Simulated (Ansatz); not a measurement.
The starting structures come from a database of crystals and need not be the phases stable at ambient conditions.

The decay constant κ of evanescent states in the gap governs leakage through a thin film.

Input:

```
Cu2ZnSe4Si
1.0
    6.51110     0.00000     0.00000
    0.00000     7.83387     0.00000
    0.00000     0.00000     6.84399
Zn Si Cu Se
2 2 4 8
Direct
  0.34340   0.50000   0.34938
  0.84340   0.00000   0.65062
  0.84475   0.50000   0.67029
  0.34475   0.00000   0.32971
  0.83683   0.74717   0.17412
  0.33683   0.75283   0.82588
  0.83683   0.25283   0.17412
  0.33683   0.24717   0.82588
  0.96050   0.50000   0.35006
  0.46050   0.00000   0.64994
  0.48678   0.50000   0.68270
  0.98678   0.00000   0.31730
  0.46491   0.75985   0.16243
  0.96491   0.74015   0.83757
  0.46491   0.24015   0.16243
  0.96491   0.25985   0.83757
```

Space group of this cell: Pmn2_1. The cell is taken as given; by PBEsol its mean pressure is -3.3 GPa.

Transport runs along the normal of the first two printed cell vectors.

The gap is the functional's own, uncorrected, and κ follows it; spin-orbit coupling is left out. Mid-gap values are interpolated between the computed energies.

Q: Compute, with Ansatz (a quantum-chemistry and plane-wave program) with PBEsol, the band gap and the smallest decay constant κ at mid-gap.

A: Gap 0.30 eV on a 6×4×6 mesh; κ = 0.048 1/Å, at the zone centre.
